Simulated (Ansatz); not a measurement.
```
IrMo
1.0
    4.41572     0.00000     0.00000
    0.00000     2.74393     0.00000
    0.00000     0.00000     4.79201
Mo Ir
2 2
Direct
  0.25000   0.00000   0.82903
  0.75000   0.00000   0.17097
  0.25000   0.50000   0.32521
  0.75000   0.50000   0.67479
```

Calculation: PBEsol, DFPT electron-phonon coupling, linearised Boltzmann equation (plane waves, PAW, scalar-relativistic; Ansatz, a quantum-chemistry and plane-wave program). Cell: relaxed with this functional, without spin-orbit coupling.

### Question
Predict λ, the logarithmic mean phonon energy and the superconducting Tc for μ* = 0.13 referred to 22 meV.

### Answer
λ = 0.47, ħω_log = 21 meV, Tc 1.43 K from the anisotropic Eliashberg equations. μ* is a chosen number, and Tc is 3.3 K at 0.08 and below 1 K at 0.16.

A metal at this level (no band gap). The phonons are harmonic. Spin-orbit coupling is left out, which matters with elements this heavy. For metals of groups 4 to 10, Tc at these values of μ* can lie well above the measured one. At a coupling this weak a few per cent in λ move Tc by tens of per cent. The self-energy correction of the phonons between q points moved λ by about 3 %. Halving the electron mesh (20x32x20) moves the coupling by up to 1 %, Tc by up to 1 %. Smearing 0.20 eV; phonons on a 3x5x3 q mesh, which this run doesn't test.

Formula and space group known from diffraction (Crystallography Open Database), not checked to be the room-temperature form: MoIr (Pmma).
